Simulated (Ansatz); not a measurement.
Computed paths: interstitial Na in rock-salt MgO, charge state +1

Defect: interstitial Na in rock-salt MgO, charge state +1. These are PBE, PAW (plane waves to 420 eV; Ansatz, a quantum-chemistry and plane-wave program) values and carry that method's errors.

Cell of 64 host sites held at the relaxed PBE lattice; a 2×2×2 k-point mesh shifted by half a step; Fermi-Dirac width 0.01 eV, spin-restricted; finite-size errors left in. Static, classical nuclei. The charge state is imposed; whether it is stable for some Fermi level was not computed. Sites that were not tried may lie lower.

```csv
Route,Start site over the lowest site run (eV),Hop (Å),Forward barrier (eV),Backward barrier (eV),Neighbours at the start,Neighbours at the saddle,Saddle order
"several atoms move together, Na the farthest",0.00,2.12,0.59,0.59,4 Mg at 2.20; 4 O at 1.98 Å,"Mg at 2.05, Mg at 2.07; 2 O at 1.89, 2 O at 2.45 Å",first order
```

Paths come from CI-NEB runs.
